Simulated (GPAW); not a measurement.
Worked example: relaxation of cell and atoms of Y (P6_3/mmc, 2 atoms in the cell) in GPAW.

Computed with PBE, GPAW PAW datasets PBE (gpaw-data 1.0.1) (plane waves; GPAW 25.7.0).

```xyz
2
Lattice="1.8250 -3.1610 0.0000 1.8250 3.1610 0.0000 0.0000 0.0000 5.7300" Properties=species:S:1:pos:R:3 pbc="T T T"
Y      1.8250     1.0537     1.4325
Y      1.8250    -1.0537     4.2975
```

Reference input (self-consistent single point, DFT PBE, plane waves, GPAW PAW datasets PBE (gpaw-data 1.0.1)): mode = pw; ecut = 600 eV; xc = PBE; kpts = 10 10 6; mesh shift (steps) = 0 0 0; occupations.name = fermi-dirac; occupations.width = 0.1 eV; nbands = -8; convergence.density = 1e-05 e/electron; convergence.energy = 1e-05 eV/electron; symmetry.symmorphic = false; symmetry.tolerance = 0.0005. This run's input differs from it in these lines:

```diff
@@ -1,2 +1,4 @@
 from ase import Atoms
+from ase.filters import FrechetCellFilter
+from ase.optimize import BFGS
 from ase.units import GPa
@@ -24,2 +26,10 @@
 
+target = FrechetCellFilter(atoms)
+
+opt = BFGS(target, logfile='-')
+converged = opt.run(fmax=0.02, steps=40)
+print('Relaxation converged:', converged)
+print('Cell:', atoms.cell.cellpar().round(4))
+print(atoms.get_scaled_positions().round(5))
+
 energy = atoms.get_potential_energy()
```

Output, abridged:

```
     iter     time        total  log10-change:
                         energy   eigst   dens
iter:   1 --:--:--    -9.529955
iter:   2 --:--:--    -9.516583   -1.73  -1.47
iter:   3 --:--:--    -9.400441   -1.41  -1.49
iter:   4 --:--:--    -9.430101   -1.96  -1.99
iter:   5 --:--:--    -9.413243   -2.11  -2.15
iter:   6 --:--:--    -9.407567   -3.07  -2.11
iter:   7 --:--:--    -9.407558   -4.42  -3.07
iter:   8 --:--:--    -9.407599c  -4.91  -3.12
iter:   9 --:--:--    -9.407600c  -5.72  -3.62
iter:  10 --:--:--    -9.407599c  -5.33  -3.55
iter:  11 --:--:--    -9.407596c  -7.32  -4.09
iter:  12 --:--:--    -9.407596c  -8.17c -4.82
iter:  13 --:--:--    -9.407596c  -9.17c -5.18c
Converged after 13 iterations.

Dipole moment: (-0.000000, -0.000000, 0.000000) |e|*Ang

Energy contributions relative to reference atoms: (reference = -184182.767865)

Kinetic:         +0.922983
Potential:       +0.266852
External:        +0.000000
XC:             -10.210268
Entropy (-ST):   -0.122004
Local:           -0.326161
SIC:             +0.000000
--------------------------
Free energy:     -9.468598
Extrapolated:    -9.407596

Showing only first 2 kpts
 Kpt  Band  Eigenvalues  Occupancy
  0     9      4.54442    2.00000
  0    10      7.21371    0.00044
  0    11      8.12757    0.00000
  0    12      8.12757    0.00000

  1     9      4.40185    2.00000
  1    10      7.08230    0.00164
  1    11      8.03693    0.00000
  1    12      8.03693    0.00000

Fermi level: 6.37191

No gap
   [... lines left out ...]
Occupation numbers: Fermi-Dirac:
Atomic positions and initial magnetic moments
Free energy:     -9.468702
Fermi level: 6.37898
No gap
Occupation numbers: Fermi-Dirac:
Atomic positions and initial magnetic moments
Free energy:     -9.468988
Fermi level: 6.42290
No gap
   [... lines left out ...]
    -0.000000     0.000000     0.000191

Forces in eV/Ang:
  0 Y     0.00000   -0.00000    0.00000
  1 Y     0.00000    0.00000   -0.00000

BFGS:    2 --:--:--       -9.468988        0.019701
Relaxation converged: True
Cell: [  3.6475   3.6475   5.7017  90.      90.     120.    ]
[[0.33333 0.66667 0.25   ]
 [0.66667 0.33333 0.75   ]]
Energy (eV): -9.408718
Stress (GPa, Voigt): [-0.0961 -0.0961  0.0306  0.     -0.      0.    ]
```

The run converged. GPAW prints stress with tension positive. 

Summary of the result:
```
Item                                                                                                         Value
-------------------------------------------------------  ---------------------------------------------------------
Free energy E − TS (from the program's reference atoms)                                                 -9.4690 eV
Fermi level (on the code's own zero)                                                                       6.42 eV
Pressure                                                                                                  0.05 GPa
Final cell                                               a = b = 3.647 Å, c = 5.702 Å, α = β = 90.00°, γ = 120.00°
Final volume per atom                                                                                     32.85 Å³
Relaxation steps                                                                                                 2
```

The starting cell has typed, rounded lattice constants, without a prior relaxation at this level. The relaxation keeps the symmetry of its start, so its end need not be a minimum.

Cost on one core of a shared machine: roughly 80 s.
